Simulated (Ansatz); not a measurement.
Consider the following.

```xyz
4
Lattice="5.6879 0.0000 0.0000 0.0000 5.6879 0.0000 0.0000 0.0000 5.6879" Properties=species:S:1:pos:R:3 pbc="T T T"
Bi     0.0000     0.0000     0.0000
Br     2.8439     0.0000     0.0000
Br     0.0000     0.0000     2.8439
Br     0.0000     2.8439     0.0000
```

No spin polarisation.

All numbers come from plane-wave PAW DFT at the r2SCAN level (Ansatz, a first-principles code, 500 eV), without spin-orbit coupling. Settings: 6×6×6 k-points, 0.05 eV Fermi–Dirac smearing.

Problem. Estimate the hole mass.

Solution. 0.074 mₑ (at R).

Problem. Predict the band gap.

Solution. 0.98 eV.

Problem. Predict the gap character.

Solution. Direct at R.

Problem. What electron mass (degenerate bands, along [100]) does the calculation give?

Solution. 0.045, 0.65, 0.65 mₑ (at R).

Spin-orbit coupling, missing from the scalar runs, can matter with Bi. Masses are band curvatures over ±0.01 Å⁻¹ around the edge. Whether these cells are dynamically stable was not tested. The cell was made from BiF3 by this change: F → Br; the result is a hypothetical phase, not in the database extracts checked.
